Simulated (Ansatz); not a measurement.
Results of revPBE in Ansatz (PAW) for CsCl-type FeAl.

Settings: plane-wave cutoff 520 eV, 18×18×18 k mesh, Fermi–Dirac smearing 0.05 eV, no spin polarisation, scalar-relativistic PAW data made under PBE.

Pressure at four volumes; x = ln(V/12.010 Å³). One pressure is withheld.

| V (Å³/atom) | x | P (GPa) |
|---|---|---|
| 11.290 | -0.0618 | ? |
| 11.530 | -0.0408 | 7.67 |
| 12.010 | 0.0000 | 0.01 |
| 12.731 | 0.0583 | -8.87 |

Q: Pass a parabola P(x) through the three rows shown, estimate the bulk modulus and its pressure derivative near zero pressure, and predict the withheld pressure.

A: Slopes between the rows: (0.01 − (7.67))/(0.0000 − (-0.0408)) = -187.75 and (-8.87 − (0.01))/(0.0583 − (0.0000)) = -152.32 GPa. Their difference over the span 0.0991 is c = 35.43/0.0991 = 357.5 GPa, so P(x) = 7.67 + (-187.75)(x − (-0.0408)) + 357.5 (x − (-0.0408))(x − (0.0000)). At the middle row B = −dP/dx = −[-187.75 + 357.5 × 0.0408] = 173.2 GPa, and B′ = dB/dP = 2c/B = 4.1. At x = -0.0618 the parabola gives 12.08 GPa; the run gives 12.15 GPa. The Birch–Murnaghan fit to the energies at all volumes has B0 = 172 GPa and B′ = 4.2.

Measured, for comparison: bulk modulus 152 GPa (room temperature, not corrected to a static lattice; as tabulated in Yamada et al. (2019), arXiv:1910.09660). Computed (rounded) less measured: bulk modulus +13 %.

Ansatz is a first-principles code.
